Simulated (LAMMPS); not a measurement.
LAMMPS 22 Jul 2025, classical MD, Buckingham with full ionic charges: MgO, 10648 atoms.

- task = MD, nve
- potential = Buckingham with full ionic charges
- copies of the repeat unit = 11×11×11
- shape (slab and sphere leave vacuum in the box) = bulk
- steps = 2000
- timestep = 1 fs
- thermo = 50
- kspace_style = pppm
- kspace_accuracy = 0.0001
- pair cutoff = 10 Å
- newton = on (default)
- atom_modify sort (bins of 2 Å where set) = 1000 (default)
- comm_style = brick (default)
- kspace_modify = order 5 diff ik (default)
- box = 46.3 × 46.3 × 46.3 Å
- start = generated rock salt lattice, warmed in an untimed run

All runs start from one configuration, warmed at this fixed volume for 1000 steps under a thermostat at 100 K. The run at a skin of 2 Å has a mean temperature of 99.3 K and a mean pressure of -1.7 GPa.

Each setting ran once; only counts and results are compared.

With neigh_modify every 1 delay 0 check yes, skins of 0.1, 0.3, 0.5, 1, 1.5, 2, 3 Å were run. Further schedules:
- skin 1 Å, every 10 delay 0 check yes
- skin 0.3 Å, every 100 delay 0 check no
- skin 2 Å, every 20 delay 0 check no
- skin 1 Å, every 1 delay 10 check yes
- skin 0.3 Å, every 10 delay 0 check yes
- skin 2 Å, every 100 delay 0 check no
- skin 1 Å, every 20 delay 0 check no

A schedule rebuilds too seldom if it shows a dangerous build, rebuilds less often than the check at every step does at that skin, or fails.

Name the settings that rebuild less often than the motion of the atoms asks.

With the check at every step the rebuilds are 377 at 0.1 Å, 120 at 0.3 Å, 11 at 0.5 Å, 0 at 1 Å, 0 at 1.5 Å, 0 at 2 Å, 0 at 3 Å. Too seldom: skin 0.3 Å, every 100 delay 0 check no; skin 0.3 Å, every 10 delay 0 check yes.

```json
[
 {"setting": "skin 0.1 Å, every 1 delay 0 check yes", "rebuilds": "377", "dangerous builds": "—", "list entries an atom": "230", "change of the total energy (meV/atom)": "under 0.001"},
 {"setting": "skin 0.3 Å, every 1 delay 0 check yes", "rebuilds": "120", "dangerous builds": "—", "list entries an atom": "234", "change of the total energy (meV/atom)": "under 0.001"},
 {"setting": "skin 0.5 Å, every 1 delay 0 check yes", "rebuilds": "11", "dangerous builds": "—", "list entries an atom": "246", "change of the total energy (meV/atom)": "under 0.001"},
 {"setting": "skin 1 Å, every 1 delay 0 check yes", "rebuilds": "0", "dangerous builds": "—", "list entries an atom": "308", "change of the total energy (meV/atom)": "under 0.001"},
 {"setting": "skin 1.5 Å, every 1 delay 0 check yes", "rebuilds": "0", "dangerous builds": "—", "list entries an atom": "350", "change of the total energy (meV/atom)": "under 0.001"},
 {"setting": "skin 2 Å, every 1 delay 0 check yes", "rebuilds": "0", "dangerous builds": "—", "list entries an atom": "375", "change of the total energy (meV/atom)": "under 0.001"},
 {"setting": "skin 3 Å, every 1 delay 0 check yes", "rebuilds": "0", "dangerous builds": "—", "list entries an atom": "498", "change of the total energy (meV/atom)": "under 0.001"},
 {"setting": "skin 1 Å, every 10 delay 0 check yes", "rebuilds": "0", "dangerous builds": "0", "list entries an atom": "308", "change of the total energy (meV/atom)": "under 0.001"},
 {"setting": "skin 0.3 Å, every 100 delay 0 check no", "rebuilds": "20", "dangerous builds": "not counted", "list entries an atom": "234", "change of the total energy (meV/atom)": "under 0.001"},
 {"setting": "skin 2 Å, every 20 delay 0 check no", "rebuilds": "100", "dangerous builds": "not counted", "list entries an atom": "375", "change of the total energy (meV/atom)": "under 0.001"},
 {"setting": "skin 1 Å, every 1 delay 10 check yes", "rebuilds": "0", "dangerous builds": "0", "list entries an atom": "308", "change of the total energy (meV/atom)": "under 0.001"},
 {"setting": "skin 0.3 Å, every 10 delay 0 check yes", "rebuilds": "100", "dangerous builds": "0", "list entries an atom": "234", "change of the total energy (meV/atom)": "under 0.001"},
 {"setting": "skin 2 Å, every 100 delay 0 check no", "rebuilds": "20", "dangerous builds": "not counted", "list entries an atom": "375", "change of the total energy (meV/atom)": "under 0.001"},
 {"setting": "skin 1 Å, every 20 delay 0 check no", "rebuilds": "100", "dangerous builds": "not counted", "list entries an atom": "308", "change of the total energy (meV/atom)": "under 0.001"}
]
```

Where the energy changes as in the checked runs, the late rebuilds cost nothing that shows in this run. List entries are as LAMMPS prints them (Ave neighs/atom).
